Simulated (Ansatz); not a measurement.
Consider C in the diamond structure (space group Fd-3m, No. 227; a = 3.554 Å). Axes: x, y, z lie along the cube axes.

Level of theory: Ansatz (a quantum-chemistry and plane-wave program) PBEsol, no spin-orbit coupling.

Before the change:

- Band gap: 4.03 eV
- Shortest interatomic distance: 1.539 Å

Now apply this change: tensor shear ε_xy = +0.57 % (engineering shear γ = 0.0114); the atoms relax in the strained cell.

**Question.** Estimate the effect on the band gap, stress, energy relative to the base and shortest interatomic distance.

**Answer.** The band gap shrinks by 0.039 eV (4.03 eV → 4.00 eV); the stress (xx, yy, zz, yz, xz, xy; compression positive) comes out as (0.09, 0.09, 0.01, 0.00, 0.00, -6.54) GPa; the energy rises by 1.3 meV/atom; the shortest interatomic distance shrinks by 0.005 Å (1.539 Å → 1.534 Å).

Whether these cells are dynamically stable was not tested.
